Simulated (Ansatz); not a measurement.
**HfN: pressure 15 GPa**

The parent structure is HfN in the rock salt structure (space group Fm-3m, No. 225; a = 4.526 Å).

One thing is altered: a hydrostatic pressure of 15 GPa.

All numbers come from Kohn–Sham DFT with the r2SCAN functional, run in Ansatz (a program for electronic structure) with PAW and 500 eV plane waves, no spin-orbit coupling, earlier PAW set. Settings: 18×18×18 k-points, 0.05 eV Fermi–Dirac smearing.

| quantity | base | changed | shift |
|---|---|---|---|
| volume per atom | 11.59 Å³ | 11.04 Å³ | -0.544 Å³ |
| density | 13.79 g/cm³ | 14.47 g/cm³ | +0.68 g/cm³ |
| shortest interatomic distance | 2.263 Å | 2.227 Å | -0.036 Å |
| enthalpy H = E + PV relative to the base's energy | – | +1.06 eV/atom | – |
| band gap | zero | zero | – |

Cost of the whole job for the changed cell (relaxation, final SCF and bands): around 40 core-seconds (rough).

Load acts through the strain it causes; cell and atoms are relaxed under it. Stability against distortions was not tested. Competing high-pressure phases were not computed. The final runs are not spin-polarised. An odd electron count without spin: HfN.
